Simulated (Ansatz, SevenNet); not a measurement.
Fluorite NiSi2, equilibrium lattice constant a

Reference value: 5.406 Å (measured, temperature not stated, no zero-point or thermal correction; as tabulated in Wikipedia's data pages).

```
level (code)              value (Å)
------------------------  ---------
SevenNet-l3i5 (SevenNet)      5.435
LDA (Ansatz)                  5.351
PBE (Ansatz)                  5.445
r²SCAN (Ansatz)                 [?]
HSE06 (Ansatz)                5.374
```

Problem. Complete the blanks.

Solution. 
- r²SCAN (Ansatz, an electronic-structure program), value (Å): 5.386

Differences against the reference: SevenNet-l3i5 +0.54 %, LDA -1.02 %, PBE +0.72 %, r²SCAN -0.37 %, HSE06 -0.59 %.

The reference's temperature isn't stated, so close values are not ranked against it.

The measured value isn't corrected to a static lattice, so vibrations enter the comparison. A static lattice is as a rule a little smaller than the measured one. The crystal itself was run without spin with LDA, PBE, r²SCAN, HSE06. HSE06: hybrids on metals are sensitive to the k mesh and can open a false gap. Cutoffs and k meshes differ between the levels. Ansatz's density-functional and Hartree–Fock values are scalar-relativistic unless marked +SOC, with PAW data made under PBE.

Machine-learned potentials (SevenNet-l3i5) are trained on DFT data, which may include these solids.

Differences are worked out from the printed values.
